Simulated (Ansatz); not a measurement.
**Mo in the bcc (W type) structure (space group Im-3m, No. 229)**

```
CELL_PARAMETERS angstrom
     -1.58038     1.58038     1.58038
      1.58038    -1.58038     1.58038
      1.58038     1.58038    -1.58038
ATOMIC_POSITIONS crystal
  Mo 0.00000 0.00000 0.00000
```

The values are results of plane-wave PAW DFT at the PBE level (Ansatz, an electronic-structure program, 420 eV), scalar-relativistic without spin-orbit coupling, earlier PAW set, not measurements. Γ-centred 21×21×21 mesh, Fermi–Dirac width 0.05 eV.

| Quantity | Value |
|---|---|
| Volume per atom | 15.79 Å³ |
| Density | 10.09 g/cm³ |
| Band gap | zero |
| Total energy | -4956.055 eV/atom (σ→0; compares only within this code and set-up) |

Whether these cells are dynamically stable was not tested. The final runs are not spin-polarised.
